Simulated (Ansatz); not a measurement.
Candidates (primitive cells; geometry: cell and atoms relaxed with PBEsol):
A. MgO (Fm-3m), a = b = c = 2.9798 Å, α = β = γ = 60.00°
B. MgS (Fm-3m), a = b = c = 3.6641 Å, α = β = γ = 60.00°
C. KMgF$_{3}$ (Pm-3m), a = b = c = 3.9913 Å, α = β = γ = 90.00°
D. KMgH$_{3}$ (Pm-3m), a = b = c = 3.9764 Å, α = β = γ = 90.00°

Q: Put the candidates in order of hole conductivity mass, lowest first, for PBEsol, rigid bands in Ansatz (a first-principles code).

A: D (0.68 mₑ), B (1.00 mₑ), A (2.3 mₑ), C (3.8 mₑ)

Masses are for dilute carriers at 300 K, harmonic means over directions unless an axis is named. Spin-orbit coupling is left out.

Formula and space group known from diffraction (Crystallography Open Database), not checked to be the room-temperature form: KMgF3 (Pm-3m), KMgH3 (Pm-3m).
